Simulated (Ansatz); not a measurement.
Li: pressure series

The parent structure is Li in the bcc (W type) structure (space group Im-3m, No. 229; a = 3.4343 Å).

Cell and atoms are relaxed at each pressure.

Method: Kohn–Sham DFT with the PBEsol functional, run in Ansatz (a first-principles code) with PAW and 420 eV plane waves, no spin-orbit coupling.

Two rows of this table had their results exchanged by mistake.

```
pressure          volume per atom (Å³)  shortest distance (Å)  band gap
----------------  --------------------  ---------------------  --------
pressure −2 GPa                  24.84                  3.184      zero
pressure −1 GPa                  22.02                  3.059      zero
pressure 1.8 GPa                  8.87                  2.258      zero
pressure 4.2 GPa                 16.34                  2.769      zero
pressure 9 GPa                   14.12                  2.637      zero
pressure 18 GPa                  11.84                  2.487      zero
pressure 30 GPa                  10.15                  2.362      zero
pressure 45 GPa                  18.14                  2.867      zero
pressure 60 GPa                   8.01                  2.183      zero
```

**Question.** Which two?

**Answer.** The rows for pressure 1.8 GPa and pressure 45 GPa: the volume has to fall steadily with pressure, so 18.14 Å³ belongs to pressure 1.8 GPa and 8.87 Å³ to pressure 45 GPa.

Load acts through the strain it causes; cell and atoms are relaxed under it. Stability against distortions was not tested. Measured, Li leaves this structure (for fcc) near 7.5 GPa (temperature not stated; as listed in Olga Degtyareva, NATO science for peace and security series. B, Physics and biophysics (2010)).
